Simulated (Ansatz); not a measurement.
The parent structure is AlN in the wurtzite structure (space group P6_3mc, No. 186; a = 3.130 Å, c = 5.018 Å). Axes: x lies along a and z along c of the hexagonal cell.

Structures relaxed with PBE/PAW in Ansatz (an electronic-structure program), no SOC.

Base:

Simulated powder pattern, Cu Kα1, λ = 1.54056 Å (kinematic, ideal powder, no thermal factors, no anomalous dispersion; the 10 strongest lines at most, above 2 %, up to 2θ = 90°):

```csv
2θ (°),I/Imax (%),hkl
33.02,100,(100)
35.76,62,(002)
37.68,94,(101)
49.46,34,(102)
58.96,61,(110)
65.52,55,(103)
69.26,9.0,(200)
70.91,43,(112)
72.12,15,(201)
80.47,7.3,(202)
```

After one change:

Simulated powder pattern, Cu Kα1, λ = 1.54056 Å (kinematic, ideal powder, no thermal factors, no anomalous dispersion; the 10 strongest lines at most, above 2 %, up to 2θ = 90°):

| 2θ (°) | I/Imax (%) |
|---|---|
| 33.02 | 100 |
| 36.90 | 60 |
| 37.96 | 87 |
| 50.34 | 34 |
| 58.96 | 61 |
| 67.19 | 48 |
| 69.26 | 9.0 |
| 71.63 | 43 |
| 72.30 | 15 |
| 81.16 | 7.5 |

Question: What was done to the base?
A) uniaxial strain ε_zz = −3.00 %
B) uniaxial strain ε_zz = −1.80 %
C) uniaxial strain ε_zz = −0.60 %
D) uniaxial strain ε_zz = −1.20 %

Answer: A, uniaxial strain ε_zz = −3.00 %. Its volume per atom is 10.33 Å³ against 10.65 Å³, and its space group is P6_3mc (No. 186).

No phonon test of stability was made.
